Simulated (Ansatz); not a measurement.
## BN: uniaxial strain ε_xx = +1.20 %

Start from BN in the wurtzite structure (space group P6_3mc, No. 186; a = 2.523 Å, c = 4.175 Å). Axes: x lies along a and z along c of the hexagonal cell.

Now apply this change: the cell is stretched by 1.20 % along x with no lateral relaxation; the atoms relax in the strained cell.

Calculations: LDA/PAW in Ansatz (a quantum-chemistry and plane-wave program), spin-orbit coupling left out. Γ-centred 15×15×8 mesh, Fermi–Dirac width 0.05 eV.

```tsv
quantity	base	changed	shift
volume per atom	5.76 Å³	5.82 Å³	+0.069 Å³
space group	P6_3mc (No. 186)	Cmc2_1 (No. 36)	–
shortest interatomic distance	1.548 Å	1.550 Å	+0.002 Å
energy relative to the base (free energy F)	0 meV/atom	+2.5 meV/atom	+2.5 meV/atom
pressure (mean of the normal stresses, compression positive)	0.0 kbar	-46.3 kbar	-46.3 kbar
band gap	4.93 eV	4.94 eV	+0.01 eV
gap character	–	indirect, Γ → C₀	–
smallest direct gap	8.29 eV	8.12 eV	-0.161 eV
electron mass	0.30 mₑ along c, 0.50 mₑ across (at K)	0.30 mₑ along z, 0.50 mₑ across (off the special points)	–
hole mass	–	0.37 mₑ along y, 1.3 mₑ across (at Γ)	–
valence-band top at Γ (three highest levels, from the VBM)	0.00, 0.00, -0.29 eV	0.00, -0.09, -0.30 eV	–
stress (xx, yy, zz, yz, xz, xy; compression positive)	–	(-11.41, -1.71, -0.77, 0.00, 0.00, 0.00) GPa	–
```

Final structure:

```xyz
4
Lattice="2.5535 0.0000 0.0000 -1.2767 2.1852 0.0000 0.0000 0.0000 4.1751" Properties=species:S:1:pos:R:3 pbc="T T T"
B      0.0000     1.4570     0.0009
B      1.2767     0.7282     2.0885
N      0.0000     1.4544     1.5648
N      1.2767     0.7307     3.6523
```

Masses are band curvatures over ±0.01 Å⁻¹ around the edge. Stability against distortions was not tested. Labels are those of the standard path for the cell's own space group.
